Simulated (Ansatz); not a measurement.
Input and output of a self-consistent single point for the (001) slab of ScAg2 (cut from a parent of space group no. 139; 6 atoms in the cell) (Ansatz, a quantum-chemistry and plane-wave program).

Method of the run: PBEsol, default PAW files made with PBE (plane waves; Ansatz).

```xyz
6
Lattice="3.5489 0.0000 0.0000 0.0000 3.5489 0.0000 0.0000 0.0000 21.4606" Properties=species:S:1:pos:R:3 pbc="T T T"
Sc     0.0000     0.0000    12.9686
Ag     1.7744     1.7744    14.4606
Ag     0.0000     0.0000     7.0000
Sc     1.7744     1.7744     8.4920
Ag     0.0000     0.0000     9.9840
Ag     1.7744     1.7744    11.4766
```

Reference input (self-consistent single point, DFT, PBEsol, plane waves, default PAW files made with PBE): basis.ecutwfc = 420 eV; kpoints.mp_grid.grid = 9 9 1; hamiltonian.xc = pbesol; hamiltonian.pseudopotentials = {kind: paw} (the program's default PAW files); scf.occupations.method = fermi_dirac; scf.occupations.width = 0.1 eV. This run's input differs from it in these lines:

Ansatz 0.2 input:
```diff
@@ -14,3 +14,3 @@
 basis:
-  ecutwfc: 420.0
+  ecutwfc: 295.0
 kpoints:
```

Output (repeated stretches shortened):

```
SCF iter   1: F=—  HF=-34310.613499 eV  |F-HF|=—  |Δ(HF+E_count)|=         —  Δρ=7.92e-3  dr2=1.62e-1  ethr=1.77e-3  ⟨swp⟩=6.7  Hψ=3242  notcnv=0
all-band conjugate gradients solve this SCF's bands
preconditioner: auto → LDOS
SCF iter   2: F=—  HF=-34310.653090 eV  |F-HF|=—  |Δ(HF+E_count)|=   3.96e-2  Δρ=1.10e-2  dr2=2.85e-1  ethr=1.65e-4  ⟨swp⟩=2.2  Hψ=1913  notcnv=0
   [... lines left out ...]
SCF iter   6: F=—  HF=-34310.577369 eV  |F-HF|=—  |Δ(HF+E_count)|=   5.54e-5  Δρ=6.80e-5  dr2=1.61e-5  ethr=3.23e-7  ⟨swp⟩=2.0  Hψ=1243  notcnv=0
SCF iter   7: F=—  HF=-34310.577716 eV  |F-HF|=—  |Δ(HF+E_count)|=   3.47e-4  Δρ=1.83e-5  dr2=2.30e-6  ethr=1.65e-8  ⟨swp⟩=2.0  Hψ=1261  notcnv=0
SCF iter   8: F=—  HF=-34310.577716 eV  |F-HF|=—  |Δ(HF+E_count)|=   1.16e-7  Δρ=6.89e-6  dr2=1.58e-7  ethr=2.35e-9  ⟨swp⟩=2.2  Hψ=1160  notcnv=0
SCF iter   9: F=-34310.577716 eV  HF=-34310.577716 eV  |F-HF|=1.99e-8  |Δ(HF+E_count)|=   7.31e-8  Δρ=1.38e-6  dr2=5.08e-9  ethr=1.02e-10  ⟨swp⟩=6.2  Hψ=3247  notcnv=0
SCF 1 converged in 9 iterations: F = -34310.577716 eV  dr2 = 5.08e-9
Free energy (F): -34310.577716 eV
Internal energy: -34310.403729 eV  (E = F + TS)
E sigma→0 (E₀):  -34310.490722 eV
Entropy (-TS):   -0.173986 eV (-28.998 meV/atom)
Fermi energy:    3.644284 eV
--- Forces (eV/Å), atoms counted from 1 ---
  atom   1  Sc     0.00000000     0.00000000     0.04416993
  atom   2  Ag     0.00000000     0.00000000    -0.17591548
  atom   3  Ag     0.00000000     0.00000000     0.17591548
  atom   4  Sc     0.00000000     0.00000000    -0.04416993
  atom   5  Ag     0.00000000     0.00000000     0.23209847
  atom   6  Ag     0.00000000     0.00000000    -0.23209847
--- Stress (GPa, compression-positive) ---
       -2.578254       0.000000       0.000000
        0.000000      -2.578254       0.000000
        0.000000       0.000000      -0.871986
  P = ⅓ Tr σ = -2.0095 GPa (-20.095 kbar)
  The stress holds the Pulay correction. Without it, at fixed plane waves, as pw.x and ABINIT print it: P = -6.3550 GPa
```

The run converged in 9 iterations. Against the reference run the free energy goes up by 118 meV/atom and the largest force moves little (0.234 to 0.232 eV/Å).

The starting cell comes from a database of computed structures (which also holds hypothetical and non-ambient phases and stackings), without a prior relaxation at this level. The slab is cut from that crystal, and its faces are unrelaxed. Its lattice was rescaled by up to half a per cent. The cutoff lies below the one recommended for these files.
